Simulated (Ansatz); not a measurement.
Worked calculations on one periodic cell of amorphous Hf$_{10}$Si$_{10}$O$_{40}$: Hf10Si10O40, 60 atoms, volume 839.8 Å³, made by a melt-quench on the CHGNet potential and relaxed with DFT. O atoms were pushed apart under 1.9 Å during the dynamics, to hinder bonds among them. It is a model cell: composition and starting density were chosen by hand, and all elements were melted together. Cycles of charging were run to anneal it. Calculation: PBE, scalar-relativistic without spin-orbit coupling (plane waves to 420 eV, PAW; Ansatz, a program for electronic structure). Sampling: a 2×2×2 Γ-centred mesh; Fermi-Dirac width 0.02 eV; no spin polarisation. Its volume was relaxed, its shape was held as a cube, and it stands at a mean pressure of 0.1 GPa with stress components up to 0.8 GPa; the relaxation ran on the zone centre alone. Its density went from a set 5.40 to 5.35 g/cm³. The cell is small and was quenched far faster than a real film, so it is one sample of the glass.

Total energies at the same level (extrapolated to zero smearing): the glass cell -186348.431 eV at 0.1 GPa; HfSiO4 (I4_1/amd), relaxed, -37271.7478 eV for 12 atoms.

Problem. How much energy would crystallisation to that phase release at 0 K?

Solution. Per atom: -186348.431/60 − (-37271.7478/12) = -3105.8072 − (-3105.9790) = +0.1718 eV. A formula unit has 6 atoms, so this is 6 × 0.1718 = 1.031 eV, or 99 kJ/mol (1 eV = 96.485 kJ/mol). Read it as an upper bound for a slowly cooled glass; no measured value is set beside it.

Problem. Count formal charges (Hf +4, Si +4, O -2). What does the count lead one to expect at the Fermi level, and what does the calculation give?

Solution. 10 × (+4) + 10 × (+4) + 40 × (-2) = 0. The charges balance, so the anion-derived valence states can be full and a gap can open. On this mesh the highest filled and lowest empty level lie 4.33 eV apart, the PBE gap of this cell, with a localised state at one edge or both.

Four energies for an added electron at PBE on the zone centre alone (charged cells in a uniform background, spin-polarised): neutral at the neutral geometry -186348.266 eV; charged at the neutral geometry -186337.673 eV; charged and relaxed -186337.913 eV; neutral at the charged geometry -186347.804 eV.

Problem. Find the two relaxation energies and their sum, the reorganisation energy.

Solution. On charging: -186337.673 − (-186337.913) = 0.240 eV. On discharging: -186347.804 − (-186348.266) = 0.462 eV. The sum is 0.702 eV. The carrier's level spreads over 10 of the 60 atoms' worth, so it counts as partly localised, most on one Hf atom with neighbours O 1.96 Å, O 2.01 Å, O 2.19 Å, O 2.22 Å, O 2.24 Å, O 2.24 Å (neutral geometry). The values are uncorrected: the image energy of a point charge in this cell, 2.84 × 14.40 / (2 × 9.4) = 2.2 eV before screening, is screened by electrons alone at the fixed geometry and by ions too after relaxing, and the carrier can be spread before it relaxes, so each term can be off by up to that value times 1/ε∞, some tenths of an eV. PBE's self-interaction favours spread-out carriers, so a hybrid can localise more.

Four energies for a hole at PBE on the zone centre alone (charged cells in a uniform background, spin-polarised): neutral at the neutral geometry -186348.266 eV; charged at the neutral geometry -186354.407 eV; charged and relaxed -186354.503 eV; neutral at the charged geometry -186347.648 eV.

Problem. Find the two relaxation energies and their sum, the reorganisation energy.

Solution. On charging: -186354.407 − (-186354.503) = 0.096 eV. On discharging: -186347.648 − (-186348.266) = 0.618 eV. The sum is 0.714 eV. The carrier's level spreads over 5 of the 60 atoms' worth, so it counts as localised, most on one O atom with neighbours Hf 2.05 Å, Hf 2.06 Å, Hf 2.08 Å (neutral geometry). The values are uncorrected: the image energy of a point charge in this cell, 2.84 × 14.40 / (2 × 9.4) = 2.2 eV before screening, is screened by electrons alone at the fixed geometry and by ions too after relaxing, and the carrier can be spread before it relaxes, so each term can be off by up to that value times 1/ε∞, some tenths of an eV. PBE's self-interaction favours spread-out carriers, so a hybrid can localise more.
